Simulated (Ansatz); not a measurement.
# TiC: energy against volume

TiC (rock salt, Fm-3m, 9.892 Å³/atom and stress up to 0.01 GPa in the relaxed cell, cube axes along x, y and z) under hydrostatic pressure, with the cell free. PBEsol in Ansatz, a plane-wave DFT program (PAW, default set), 420 eV, 19×19×19 Γ-centred mesh, Fermi-Dirac smearing 0.05 eV; ions are relaxed, or left where forces stay under 0.02 eV/Å, within the symmetry of each cell.

Here V stands for volume and E for E less E0.

| volume (Å³/atom) | E less E0 (meV/atom) | pressure (GPa) |
|---|---|---|
| 9.9670 | 0.47 | -1.99 |
| 9.9290 | 0.12 | -0.99 |
| 9.8921 | 0.00 | 0.00 |
| 9.8592 | 0.08 | 0.89 |
| 9.8161 | 0.49 | 2.09 |
| 9.7326 | 2.20 | 4.48 |
| 9.5842 | 8.41 | 9.00 |
| 9.4028 | 21.94 | 15.00 |
| 9.0113 | ? | ? |

Fit E against V with the third-order Birch-Murnaghan form, a cubic in V^(-2/3), and predict the withheld value at V = 9.0113.

With u = V^(-2/3) - 0.2188, the rows have u = -0.0028812, -0.0023307, -0.0017927, -0.0013102, -0.0006740, 0.0005718, 0.0028304, 0.0056718. Least squares gives E = 1.260 + 1410.9·u + 394469·u² - 67378·u³. Residuals (row less fit): -0.001, 0.005, 0.001, -0.009, 0.002, 0.004, -0.002, 0.000; standard error 0.006 (degrees of freedom: 4). Its minimum lies at u = -0.0017875, so V0 = (0.2170125)^(-3/2) = 9.892. There d²E/du² = 789700 and d³E/du³ = -404300, so B0 = (4/9) × 9.892^(-7/3) × 789700 × 0.160218 = 268 GPa (the last factor turns the table's units into GPa), and B0' = 4 + (2/3) × 0.2170125 × (-404300)/789700 = 3.9. B0' rests on the cubic coefficient alone and has a standard error of 0.2 from these residuals. At the withheld row, u = 0.0121272, so E = 1.260 + 1410.9 × 0.0121272 + 394469 × 0.0121272² - 67378 × 0.0121272³ = 76.264 meV/atom. The calculation gives 76.28 meV/atom, 0.016 meV/atom above the prediction (0.0 % of the range of E in the table). The row lies outside the fitted rows, so this is an extrapolation. The scatter of the fitted rows lies at the last printed digit.

In a metal these values are sensitive to mesh and smearing; energies are taken to zero smearing, stresses follow the free energy. The runs aren't spin-polarised. Other structures, which can take over under pressure, weren't tried. The same form fitted to the pressure column gives B0' = 4.0; series where the two differ by over 0.4 aren't shown. Rows are the converged runs of the series near zero and its far end, less any whose ions stayed unrelaxed beside relaxed ones; series whose fitted rows scatter by over a few per cent of the range, as at a crossing or softening among them, aren't shown in this form.
